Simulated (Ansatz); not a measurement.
Bond-angle distributions (per cent of the angles at each element, bins of 10°) of a relaxed model of amorphous Hf$_{18}$O$_{33}$N$_{2}$ at 9.17 g/cm³. The numbers are results of PBE, scalar-relativistic without spin-orbit coupling (plane waves to 420 eV, PAW; Ansatz, a program for electronic structure), not measurements.

Preparation: random packing, a CHGNet melt and quench, and a DFT relaxation. O and N atoms were pushed apart under 1.9 Å during the dynamics, to hinder bonds among them. The hot cell started wider than the set density and was brought back towards it in steps. It is the lowest in DFT energy of 2 quenches. It is a model cell: composition and starting density were chosen by hand, and all elements were melted together. No dispersion term was used. Its density started from a set value of 9.17 and ended at 9.17 g/cm³. The simulated quench (nominally 380 K/ps over its main leg) is rapid and tends to freeze in more defects than a deposited or slowly cooled glass has. A cell of this size samples the disorder only roughly. The volume was held where the preparation left it and the shape relaxed, at a PBE pressure of -1.7 GPa (tension). Stress components on the final sampling reach 1.8 GPa.

Bonds are counted up to Hf-Hf 3.34 Å, Hf-O 2.56 Å, Hf-N 2.71 Å, O-O 1.58 Å, O-N 1.64 Å, N-N 1.70 Å. Two cations that share two anions don't count as bonded, nor two that share one unless they lie closer than Hf-Hf 3.25 Å.

```json
[
 {"angle (°)": "50-60", "at Hf": "0", "at O": "0"},
 {"angle (°)": "60-70", "at Hf": "5", "at O": "0"},
 {"angle (°)": "70-80", "at Hf": "27", "at O": "0"},
 {"angle (°)": "80-90", "at Hf": "15", "at O": "3"},
 {"angle (°)": "90-100", "at Hf": "10", "at O": "22"},
 {"angle (°)": "100-110", "at Hf": "8", "at O": "33"},
 {"angle (°)": "110-120", "at Hf": "6", "at O": "14"},
 {"angle (°)": "120-130", "at Hf": "5", "at O": "5"},
 {"angle (°)": "130-140", "at Hf": "7", "at O": "14"},
 {"angle (°)": "140-150", "at Hf": "9", "at O": "5"},
 {"angle (°)": "150-160", "at Hf": "5", "at O": "3"},
 {"angle (°)": "160-170", "at Hf": "1", "at O": "1"},
 {"angle (°)": "170-180", "at Hf": "2", "at O": "1"}
]
```

They go with these counts of neighbours within the cut-offs, cation contacts included: Hf mean 6.3, most often 6; O mean 3.2, most often 3.
